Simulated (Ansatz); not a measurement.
Results of r²SCAN-D4 in Ansatz (PAW) for HoF₃ (Pnma, No. 62).

Numerical settings: plane-wave cutoff 500 eV, 6×6×10 k mesh (along the axes of the cell as run), gaussian smearing 0.02 eV, spin-polarised start, scalar-relativistic PAW data made under PBE.

Computed at the level's own relaxed cell.

Question: What does this level give for the equilibrium volume per atom?

Answer: 
equilibrium volume per atom: 11.89 Å³/atom

Note: the magnetic order was assumed, not searched for or taken from measurement; the 4f shell is treated without U or exact exchange, so its levels and filling can be wrong.

Spin–orbit coupling is not included.

Computed values are for the static lattice.

Computing time: very roughly 100 core-minutes.

Ansatz is an electronic-structure program.
